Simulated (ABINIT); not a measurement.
Band structure of BaMg₆Mo (P4/mmm, 8 atoms in the cell).

```xyz
8
Lattice="6.7781 0.0000 0.0000 0.0000 6.7781 0.0000 0.0000 0.0000 4.2952" Properties=species:S:1:pos:R:3 pbc="T T T"
Ba     0.0000     0.0000     2.1476
Mg     0.0000     3.3891     2.1476
Mg     3.3891     0.0000     2.1476
Mg     4.8135     1.9646     0.0000
Mg     1.9646     4.8135     0.0000
Mg     4.8135     4.8135     0.0000
Mg     1.9646     1.9646     0.0000
Mo     3.3891     3.3891     2.1476
```

Method: PBEsol, PAW (JTH v2.0 PBE PAW, files made for PBE) (plane waves; ABINIT).

Settings: pseudos = [Ba.GGA_PBE-JTH.xml, Mg.GGA_PBE-JTH.xml, Mo.GGA_PBE-JTH.xml]; ecut = 544 eV; pawecutdg = 1088 eV; pawxcdev = 0; ixc = -116133; occopt = 3; tsmear = 0.05 eV; ngkpt = 3 3 5; nshiftk = 1; shiftk = 0 0 0; potentials = JTH v2.0 PBE PAW; kptopt = 1; nstep = 80.

The starting cell comes from a database of computed structures (which also holds hypothetical and non-ambient phases and stackings), without a prior relaxation at this level. Spin polarisation is off. The potentials were made for another functional than the one used.

Levels in eV from the Fermi level, bands 39 to 46:
| point | 39 | 40 | 41 | 42 | 43 | 44 | 45 | 46 |
|---|---|---|---|---|---|---|---|---|
| Γ | -0.58 | -0.24 | -0.24 | 0.49 | 0.84 | 0.84 | 1.36 | 1.56 |
| X | -1.06 | -0.31 | -0.22 | 0.35 | 0.62 | 0.95 | 1.43 | 2.07 |
| M | -0.35 | -0.35 | -0.17 | 0.11 | 1.44 | 2.11 | 2.14 | 2.14 |
| Z | -0.72 | -0.34 | -0.34 | -0.20 | -0.20 | -0.07 | 0.66 | 0.93 |
| R | -0.85 | -0.83 | -0.60 | -0.56 | 0.00 | 0.43 | 0.69 | 1.19 |
| A | -1.39 | -0.56 | -0.42 | -0.28 | -0.28 | 0.69 | 1.08 | 1.15 |

Bands cross the Fermi level along this path, so the cell is metallic at this level.
